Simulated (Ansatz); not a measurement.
**The (20-23) surface of hcp Y in its 1x1 cell, outermost plane spacing 0.20 Å in the ideal cut**

The numbers are results of PBE (plane waves to 420 eV, PAW; Ansatz, a first-principles code), not measurements.

Slab: 18 atoms, 9.9 Å thick at the start (thin: gaps and levels are the slab's own); k 10x3x1, smearing 0.1 eV, dipole-corrected; all atoms relaxed; held to the part of the start's symmetry that mesh and held atoms allow; no spin, no spin-orbit, no U.

The surface energy (mean of both faces) is 1.00 J/m². The surface energy before relaxation is 1.05 J/m². The work function of the top face comes out as 2.96 eV. The energy released by relaxation is 0.34 eV and the cost is very roughly 20 core-minutes.
